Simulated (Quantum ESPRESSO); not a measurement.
# A series of runs on Nb₂Te₃ (C2/m, 10 atoms in the cell)

```
Nb2Te3
1.0
    7.63520    -1.85278     0.00000
    7.63520     1.85278     0.00000
   -5.87364     0.00000     8.90058
Nb Te
4 6
Direct
  0.33359   0.33359   0.11865
  0.66641   0.66641   0.88135
  0.24388   0.24388   0.37390
  0.75612   0.75612   0.62610
  0.58901   0.58901   0.32240
  0.41099   0.41099   0.67760
  0.12881   0.12881   0.04364
  0.87119   0.87119   0.95636
  0.87713   0.87713   0.35083
  0.12287   0.12287   0.64917
```

Base run A: PBEsol, GBRV 1.5 ultrasoft (PBESOL) pseudopotentials run with Quantum ESPRESSO 7.5, self-consistent single point.

Its settings: ecutwfc = 40 Ry; ecutrho = 320 Ry; occupations = smearing; smearing = fermi-dirac; degauss = 0.0073499 Ry; potentials = {Nb: nb_pbesol_v1.uspp.F.UPF, Te: te_pbesol_v1.uspp.F.UPF}; K_POINTS = automatic 7 7 3 1 1 1; conv_thr = 1e-11 Ry; mixing_beta = 0.4.

The starting cell comes from a database of computed structures (which also holds hypothetical and non-ambient phases and stackings), without a prior relaxation at this level. Its lattice was rescaled by a random factor within 2.5 % of one. Spin polarisation is off. In the base run, with a pressure of about -4 GPa the cell is away from its equilibrium volume at this level.

ΔF is the free energy per atom less that of run A. 

```tsv
run	degauss, K_POINTS	ΔF (meV/atom)	pressure (GPa)	largest force (eV/Å)	TS (meV/atom)	k-points
A	0.0073499 Ry, automatic 7 7 3 1 1 1	0.00	-4.00	0.184	18.5	44
B	0.002205 Ry, automatic 5 5 2 1 1 1	10.5	-4.00	0.169	1.6	15
C	0.0073499 Ry, automatic 5 5 2 1 1 1	1.39	-3.98	0.155	20.0	15
D	0.02205 Ry, automatic 5 5 2 1 1 1	-76.1	-3.45	0.156	177.8	15
E	0.002205 Ry, automatic 6 6 3 1 1 1	7.7	-4.07	0.184	1.5	33
F	0.0073499 Ry, automatic 6 6 3 1 1 1	-0.43	-4.02	0.183	18.4	33
G	0.02205 Ry, automatic 6 6 3 1 1 1	-76.4	-3.45	0.164	177.3	33
H	0.002205 Ry, automatic 7 7 3 1 1 1	8.1	-4.03	0.180	1.5	44
I	0.02205 Ry, automatic 7 7 3 1 1 1	-76.4	-3.45	0.166	177.6	44
J	0.002205 Ry, automatic 8 8 3 1 1 1	9.0	-4.01	0.180	1.5	56
```

Run G against A: The free energy goes down by 76.4 meV/atom, the pressure goes from -4.00 to -3.45 GPa and the largest force goes from 0.184 to 0.164 eV/Å.

Run J against A: The free energy goes up by 9.0 meV/atom, the pressure moves little (-4.00 to -4.01 GPa) and the largest force hardly changes (0.184 to 0.180 eV/Å).
